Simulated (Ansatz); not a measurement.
**Fluorite PbF2 (high-temperature phase)**

These are r²SCAN (Ansatz, an electronic-structure program, plane waves, PAW) values and carry that method's errors.

Numerical settings: plane-wave cutoff 560 eV, 10×10×10 k mesh, Fermi–Dirac smearing 0.01 eV, scalar-relativistic PAW data made under PBE.

Cell (relaxed at this level):

```
CELL_PARAMETERS angstrom
      0.00000     2.96035     2.96035
      2.96035     0.00000     2.96035
      2.96035     2.96035     0.00000
ATOMIC_POSITIONS crystal
  Pb 0.00000 0.00000 0.00000
  F  0.25000 0.25000 0.25000
  F  0.75000 0.75000 0.75000
```

For fluorite PbF2 (high-temperature phase), the bulk modulus B0 is 77.2 GPa, the band gap comes out as 4.93 eV and the smallest direct gap on the k points sampled comes out as 5.07 eV. The direct gap at Γ is 9.49 eV and the pressure derivative B′ of the bulk modulus is 4.7.

Measured, for comparison: bulk modulus 64 GPa (temperature not stated, not corrected to a static lattice; as tabulated in Cadelano and Cappellini (2011), arXiv:1107.5962). Computed (rounded) less measured: bulk modulus +21 %.

Spin–orbit coupling is not included; with these elements it can move the gap by several tenths of an eV or more.
